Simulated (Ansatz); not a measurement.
# HfO2, pressure series

Take HfO₂ (space group Pca2_1, No. 29) as the base.

HfO2 has the orthorhombic space group Pca2₁ (No. 29), Pearson symbol oP12. Conventional cell: a = 5.2472 Å, b = 5.0306 Å, c = 5.0598 Å, α = β = γ = 90.00°. Hf on 4a is coordinated by 7 O at 2.031–2.245 Å. O1 on 4a is surrounded by 1 Hf at 2.031 Å and 2 Hf at 2.136–2.141 Å (trigonal planar). O2 on 4a is coordinated by 4 Hf at 2.117–2.245 Å. (Neighbours: up to the widest gap in distance over summed covalent radii, below 1.35, at either atom; cation-cation and far metal-metal contacts left out.)

Cell and atoms are relaxed at each pressure.

All numbers come from r2SCAN in Ansatz (plane waves to 500 eV, PAW, no SOC), earlier PAW set.

```csv
variant,smallest direct gap,band gap,shortest interatomic distance
base,5.17 eV,4.97 eV,2.031 Å
pressure −2 GPa,5.16 eV,4.95 eV,2.035 Å
pressure −1 GPa,5.16 eV,4.96 eV,2.033 Å
pressure 0.3 GPa,5.17 eV,4.97 eV,2.031 Å
pressure 0.7 GPa,5.18 eV,4.98 eV,2.030 Å
pressure 1.5 GPa,5.18 eV,4.99 eV,…
pressure 3 GPa,5.19 eV,5.01 eV,…
```

Question: Fill in the withheld entries from the trend.

Answer: 
- pressure 1.5 GPa, shortest interatomic distance: 2.029 Å
- pressure 3 GPa, shortest interatomic distance: 2.026 Å

Spin-orbit coupling, missing from the scalar runs, can matter with Hf. Load acts through the strain it causes; cell and atoms are relaxed under it. No phonon test of stability was made. This is not the structure that HfO2 has at room temperature and ambient pressure.

Ansatz is a program for electronic structure.
